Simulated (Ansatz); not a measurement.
Response to strain in ZrB2

Take ZrB2 (space group P6/mmm, No. 191; a = 3.155 Å, c = 3.506 Å; relaxed with 0.1 eV smearing) as the base. Axes: x lies along a and z along c of the hexagonal cell.

Strains are applied to the cell and any free atomic positions relax.

Method: DFT with PBEsol, PAW potentials and a 420 eV plane-wave cutoff in Ansatz (an electronic-structure program), without spin-orbit coupling.

Notes on the quantities. energy relative to the base: free energy F.

| uniaxial strain ε_zz (%) | energy relative to the base (meV/atom) |
|---|---|
| 0 | 0.0 |
| 0.5 | ? |
| 1 | 1.4 |
| 1.5 | 3.1 |
| 2 | 5.5 |
| 2.5 | 8.5 |
| 3 | 12.2 |

Fit ΔE = Aε² + Bε³ (ε in %) to the rows shown and predict the withheld row.

Least squares on the printed values gives A = 1.41 and B = -0.017 meV/atom (largest residual 0.0 meV/atom); this predicts 0.3 meV/atom, and the run gives 0.4 meV/atom, in agreement.

No phonon test of stability was made. All final runs are without spin polarisation.
